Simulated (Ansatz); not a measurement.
# TiB2, response to strain

Start from TiB₂ (space group P6/mmm, No. 191; relaxed with 0.1 eV smearing).

```xyz
3
Lattice="3.0324 0.0000 0.0000 -1.5162 2.6261 0.0000 0.0000 0.0000 3.2238" Properties=species:S:1:pos:R:3 pbc="T T T"
Ti     0.0000     0.0000     0.0000
B      1.5162     0.8754     1.6119
B      0.0000     1.7507     1.6119
```

Cartesian axes are those of the cell as printed.

Strains are applied to the cell and any free atomic positions relax; under biaxial strain the out-of-plane vector relaxes too.

All numbers come from Ansatz (a program for electronic structure), PBE, PAW, cutoff 420 eV, no spin-orbit coupling.

Notes on the quantities. in-plane stress: mean in-plane stress (compression positive).

| change | out-of-plane strain | in-plane stress | shortest interatomic distance |
|---|---|---|---|
| base | – | – | 3.308 bohr |
| biaxial strain −3.00 %, plane normal [001], relaxed out of plane | +1.40 % | +22.7 GPa | 3.209 bohr |
| biaxial strain −2.50 %, plane normal [001], relaxed out of plane | +1.16 % | +18.5 GPa | 3.226 bohr |
| biaxial strain −2.00 %, plane normal [001], relaxed out of plane | +0.92 % | +14.5 GPa | 3.242 bohr |
| biaxial strain +0.50 %, plane normal [001], relaxed out of plane | -0.22 % | -3.3 GPa | 3.325 bohr |
| biaxial strain +1.00 %, plane normal [001], relaxed out of plane | -0.44 % | -6.5 GPa | 3.342 bohr |
| biaxial strain +1.50 %, plane normal [001], relaxed out of plane | -0.66 % | -9.5 GPa | 3.358 bohr |
| biaxial strain +2.00 %, plane normal [001], relaxed out of plane | -0.88 % | -12.4 GPa | 3.375 bohr |
| biaxial strain +2.50 %, plane normal [001], relaxed out of plane | -1.09 % | -15.3 GPa | 3.391 bohr |
| biaxial strain +3.00 %, plane normal [001], relaxed out of plane | -1.30 % | -18.0 GPa | 3.408 bohr |

No phonon test of stability was made. The final runs are not spin-polarised.
